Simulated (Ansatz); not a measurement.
System: interstitial Na in bixbyite In2O3 (charge state +1). All values below come from PBE, PAW (plane waves to 420 eV; Ansatz, a first-principles code).

Settings: 80 host sites, the relaxed PBE lattice, one k-point at (0.250, 0.250, 0.250), smearing 0.01 eV, spin-restricted, no image-charge correction. No zero-point or tunnelling terms. The charge state is imposed; whether it is stable for some Fermi level was not computed. Sites that were not tried may lie lower.

Barriers: single points on a 2×2×2 k-point mesh shifted by half a step at the bands' geometries.

The step: one Na atom jumps by itself. Atoms about the jump, Cartesian Å from the middle of the jump, before and after:

```json
[
 {"atom": "Na1", "x0": "0.62", "y0": "0.62", "z0": "0.62", "x1": "-0.62", "y1": "-0.62", "z1": "-0.62"},
 {"atom": "O2", "x0": "-1.70", "y0": "0.97", "z0": "0.58", "x1": "-1.74", "y1": "0.95", "z1": "0.58"},
 {"atom": "O3", "x0": "0.58", "y0": "-1.70", "z0": "0.97", "x1": "0.58", "y1": "-1.74", "z1": "0.95"},
 {"atom": "O4", "x0": "0.97", "y0": "0.58", "z0": "-1.70", "x1": "0.96", "y1": "0.58", "z1": "-1.74"},
 {"atom": "In5", "x0": "-0.74", "y0": "2.09", "z0": "-1.07", "x1": "-0.66", "y1": "2.09", "z1": "-0.98"},
 {"atom": "In6", "x0": "-1.07", "y0": "-0.74", "z0": "2.09", "x1": "-0.97", "y1": "-0.66", "z1": "2.09"},
 {"atom": "In7", "x0": "2.09", "y0": "-1.07", "z0": "-0.74", "x1": "2.09", "y1": "-0.98", "z1": "-0.66"},
 {"atom": "O8", "x0": "-2.22", "y0": "-1.83", "z0": "0.55", "x1": "-2.19", "y1": "-1.82", "z1": "0.50"},
 {"atom": "O9", "x0": "-1.83", "y0": "0.55", "z0": "-2.23", "x1": "-1.82", "y1": "0.50", "z1": "-2.20"},
 {"atom": "O10", "x0": "0.55", "y0": "-2.23", "z0": "-1.83", "x1": "0.50", "y1": "-2.19", "z1": "-1.82"},
 {"atom": "O11", "x0": "0.59", "y0": "0.54", "z0": "2.92", "x1": "0.60", "y1": "0.52", "z1": "2.95"},
 {"atom": "O12", "x0": "0.55", "y0": "2.92", "z0": "0.59", "x1": "0.52", "y1": "2.95", "z1": "0.59"},
 {"atom": "O13", "x0": "2.92", "y0": "0.59", "z0": "0.54", "x1": "2.95", "y1": "0.59", "z1": "0.52"}
]
```

**Question.** Where do these atoms stand at the saddle point, and how high is it?

**Answer.** 
| atom | x | y | z |
|---|---|---|---|
| Na1 | 0.01 | 0.02 | 0.02 |
| O2 | -1.81 | 1.08 | 0.56 |
| O3 | 0.56 | -1.80 | 1.07 |
| O4 | 1.07 | 0.56 | -1.80 |
| In5 | -0.79 | 2.23 | -1.03 |
| In6 | -1.03 | -0.78 | 2.23 |
| In7 | 2.22 | -1.03 | -0.78 |
| O8 | -2.18 | -1.76 | 0.59 |
| O9 | -1.77 | 0.59 | -2.17 |
| O10 | 0.58 | -2.17 | -1.77 |
| O11 | 0.56 | 0.50 | 2.91 |
| O12 | 0.49 | 2.91 | 0.56 |
| O13 | 2.91 | 0.56 | 0.50 |
It lies 0.59 eV above the start and 0.57 eV above the end. The saddle point's order was not checked, and it lies on a symmetry element of the cell, where a band can be held.
